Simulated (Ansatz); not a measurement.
# Defect calculation: N on the O site + 1 H in wurtzite ZnO

These are PBE, PAW (plane waves to 420 eV; Ansatz, a first-principles code) values and carry that method's errors. Cell and caveats: 96-site cell; 2×2×2 shifted k-points; start: the O site; H antibonding at the neighbour; energies good to tenths of an eV; flagged in the runs: a host whose relaxation on this sampling wasn't shown to rest.

Neighbours after relaxation, in Å: of the N atom: Zn 1.88, Zn 1.94, Zn 1.94, Zn 1.98, H 2.48; of the H atom: O 0.98, Zn 2.02, Zn 2.37, Zn 2.40, N 2.48, Zn 2.69.

The name describes the start; the neighbours show where the atoms ended.

| charge | moment (μB) | largest move off a lattice site (Å) |
|---|---|---|
| 0 | not spin-polarised | 0.67 |

Not the lowest form: the same atoms on another site or from another start ended lower, by 0.58 eV at charge 0.

Flagged in the runs: a host whose relaxation on this sampling wasn't shown to rest.
